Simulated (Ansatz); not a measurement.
## HfO2 under a change: pressure −2 GPa

Consider HfO2 (space group P4_2/nmc, No. 137; a = 3.568 Å, c = 5.167 Å).

One thing is altered: hydrostatic tension (pressure −2 GPa).

All numbers come from PBEsol (Ansatz, a program for electronic structure, PAW, no spin-orbit coupling), earlier PAW set. k-mesh 9×9×7 (Γ-centred); smearing 0.05 eV (Fermi–Dirac).

```csv
quantity,base,changed,shift
volume per atom,10.96 Å³,11.08 Å³,+0.12 Å³
density,10.63 g/cm³,10.52 g/cm³,-0.11 g/cm³
lattice parameter a,3.568 Å,3.577 Å,+0.009 Å
c/a ratio,1.448,1.452,+0.004
shortest interatomic distance,2.062 Å,2.062 Å,+0.0008 Å
enthalpy H = E + PV relative to the base's energy,–,-0.14 eV/atom,–
band gap,4.57 eV,4.58 eV,+0.01 eV
gap character,"indirect, A → Γ","indirect, Z → Γ",–
width of the top valence band,1.02 eV,0.99 eV,-0.03 eV
electron mass,"0.94 mₑ along c, 0.79 mₑ across (at Γ)","1.00 mₑ along c, 0.81 mₑ across (at Γ)",–
```

Spin-orbit coupling, missing from the scalar runs, can matter with Hf. Load acts through the strain it causes; cell and atoms are relaxed under it. Effective masses come from finite differences of ±0.01 Å⁻¹. Whether these cells are dynamically stable was not tested. This is not the structure that HfO2 has at room temperature and ambient pressure.
